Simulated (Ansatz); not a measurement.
Base system: TaC in the rock salt structure (space group Fm-3m, No. 225; a = 4.440 Å; relaxed with 0.1 eV smearing). Axes: x, y, z lie along the cube axes.

Level of theory: Ansatz (a quantum-chemistry and plane-wave program), PBEsol, PAW, cutoff 420 eV, spin-orbit coupling left out, earlier PAW set.

Now apply this change: tensile biaxial strain of 4.94 % in the plane normal to [111], as in epitaxy on a mismatched substrate; the out-of-plane cell vector and the atoms relax.

Q: Estimate the effect on the energy relative to the base and ratio −ε⊥/ε∥.

A: The energy grows by 97 meV/atom; the ratio −ε⊥/ε∥ comes out as 0.71.

Whether these cells are dynamically stable was not tested. The final runs are not spin-polarised. An odd electron count without spin: TaC.
